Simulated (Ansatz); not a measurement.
Functionals compared on F on the 1x1 (0001) surface of corundum (cut with top plane Al), one in a 1x1 cell, started at the site 'bridge O-O (span 2.6 Å)', in Ansatz (plane waves, PAW). The structure was relaxed with PBE; the other rows are single points on it, each with its references at the same level. Cutoff 420 eV (500 eV for r2SCAN). The points keep PBE's geometry, so the relaxation of a polaron and the settling of charge on one site are left out.

Host crystal: corundum, with a band gap (PBE, scalar-relativistic without spin-orbit coupling).

Set-up: 21 atoms, 6.7 Å thick at the start under the adsorbate (thin: gaps and levels are the slab's own); mesh 6x6x1; 0.01 eV smearing; dipole correction on; 9 atoms held, the rest relaxed; no symmetry held; spin-polarised, ending with about 1.0 μB a cell, a value that depends on the mesh; orders that need a larger cell were not tried, no spin-orbit, no U, no dispersion correction. The slab shows no gap over 0.04 eV on its mesh. At the end it is bonded to Al. In PBE it is, or lies within 0.03 eV of, the lowest of the starts that converged. These notes are the PBE run's. r2SCAN: The program's check for a lower electronic state was not made. Adsorption energies are against ½ F2(g). A negative adsorption energy means that the adsorbate is more stable on the surface than in its reference.

```
functional  adsorption energy (eV)  work function of the top face (eV)  rough cost of the single point
----------  ----------------------  ----------------------------------  ------------------------------
PBE                          -2.24                                9.93                               –
RPBE                         -2.25                                9.82   around 4 core-minutes (rough)
r2SCAN                           ?                                   ?   around 9 core-minutes (rough)
```

Task: Fill in the missing entries.

Result: 
- r2SCAN, adsorption energy (eV): -2.21
- r2SCAN, work function of the top face (eV): 10.29

Ansatz is an electronic-structure program.
